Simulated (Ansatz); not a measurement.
The starting structures come from a database of crystals and need not be the phases stable at ambient conditions.

 Where the default PAW files enter, the runs use the earlier of Ansatz's two default sets.

The decay constant κ of evanescent states in the gap governs leakage through a thin film.

Consider the following.

```
CELL_PARAMETERS angstrom
      5.41136     0.00000     0.00000
     -0.05676     5.41106     0.00000
      0.00000     0.00000     7.68510
ATOMIC_POSITIONS crystal
  Ca 0.48560 0.51440 0.25000
  Ca 0.51440 0.48560 0.75000
  Ca 0.98908 0.01092 0.25000
  Ca 0.01092 0.98908 0.75000
  Ti 0.00000 0.50000 0.50000
  Ti 0.00000 0.50000 0.00000
  Ti 0.50000 0.00000 0.50000
  Ti 0.50000 0.00000 0.00000
  O  0.05024 0.53992 0.25000
  O  0.94976 0.46008 0.75000
  O  0.53992 0.05024 0.75000
  O  0.46008 0.94976 0.25000
  O  0.70881 0.29119 0.04402
  O  0.29119 0.70881 0.95598
  O  0.29119 0.70881 0.54402
  O  0.70881 0.29119 0.45598
  O  0.79425 0.79425 0.00000
  O  0.20575 0.20575 0.00000
  O  0.20575 0.20575 0.50000
  O  0.79425 0.79425 0.50000
```

Space group of this cell: Cmcm. The cell is taken as given; by PBEsol its mean pressure is -3.0 GPa.

Transport runs along the normal of the first two printed cell vectors.

The gap is the functional's own. No spin-orbit coupling. Mid-gap values are interpolated on the energy grid.

Task: Predict the band gap and the smallest decay constant κ at mid-gap from PBEsol (Ansatz, a first-principles code).

Result: Gap 2.13 eV on a 6×6×4 mesh; κ = 0.260 1/Å, at the zone centre.
